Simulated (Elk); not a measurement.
A self-consistent single point of Ta (Im-3m, 1 atom in the cell) with Elk.

Level of theory: Elk with PBE, all-electron FP-LAPW, Elk's shipped species files, default APW+lo basis.

The change in words: lattice scaled by 0.98. Reference geometry:
```yaml
crystal:
  lattice:
    - [-1.65000, 1.65000, 1.65000]
    - [1.65000, -1.65000, 1.65000]
    - [1.65000, 1.65000, -1.65000]
  atoms:
    - { symbol: Ta, position: [0.00000, 0.00000, 0.00000] }
```

Reference input (self-consistent single point, DFT, PBE, all-electron FP-LAPW, Elk's shipped species files, default APW+lo basis): xctype = 20; rgkmax = 7; stype = 3; swidth = 0.00183747 Ha; ngridk = 14 14 14; rmtscf = 0.91. This run's input differs from it in these lines:

```diff
@@ -19,3 +19,3 @@
 scale
-  5.400617739
+  5.292605385
```

Output, abridged:

```
│ Self-consistent loop started │
│ Loop number : 1 │
 total energy                :     -15624.3048181
│ Loop number : 2 │
 total energy                :     -15624.5359845
RMS change in Kohn-Sham potential (target) :   0.1798669192     (  0.1000000000E-05)
Absolute change in total energy (target)   :   0.2311664187     (  0.1000000000E-03)
│ Loop number : 3 │
 total energy                :     -15624.8520759
RMS change in Kohn-Sham potential (target) :   0.1703132325     (  0.1000000000E-05)
Absolute change in total energy (target)   :   0.3738830368     (  0.1000000000E-03)
│ Loop number : 4 │
   [... lines left out ...]
Absolute change in total energy (target)   :   0.4487142760E-03 (  0.1000000000E-03)
│ Loop number : 14 │
 total energy                :     -15626.2217936
RMS change in Kohn-Sham potential (target) :   0.8723742608E-07 (  0.1000000000E-05)
Absolute change in total energy (target)   :   0.1121733640E-03 (  0.1000000000E-03)
│ Loop number : 15 │
 total energy                :     -15626.2217960
RMS change in Kohn-Sham potential (target) :   0.3296963711E-07 (  0.1000000000E-05)
Absolute change in total energy (target)   :   0.3046930578E-04 (  0.1000000000E-03)
Convergence targets achieved

│ Loop number : 16 │

Energies :
 Fermi                       :     0.456472087731
 total energy                :     -15626.2217956

Density of states at Fermi energy :    28.86994800
 (states/Hartree/unit cell)

Estimated indirect band gap :   0.6076015512E-03
 from k-point     67 to k-point     45
Estimated direct band gap   :   0.7490916461E-02
 at k-point     10

Charges :
 core                        :    46.00000000
 valence                     :    27.00000000
 interstitial                :    1.831132562
 muffin-tins (core leakage)
  species :    1 (Ta)
   atom    1                 :    71.16886744     (  0.1257213398E-05)
 total in muffin-tins        :    71.16886744
 total calculated charge     :    72.99692721
 total charge                :    73.00000000
 error                       :   0.3072790932E-02

│ Self-consistent loop stopped │
```

The run converged in 16 iterations. The count includes the last loop, which Elk runs after its targets are met. Against the reference run the free energy goes up by 84.5 meV/atom.

The starting cell has typed, rounded lattice constants, without a prior relaxation at this level. For this run, on top of that: lattice scaled by 0.98. Spin-orbit coupling is off. Spin polarisation is off. Values depend on the basis (sphere radii, cutoffs, local orbitals), which need not be converged. The log's line on a gap gives a spacing of levels on this mesh, which the program prints for metals too.
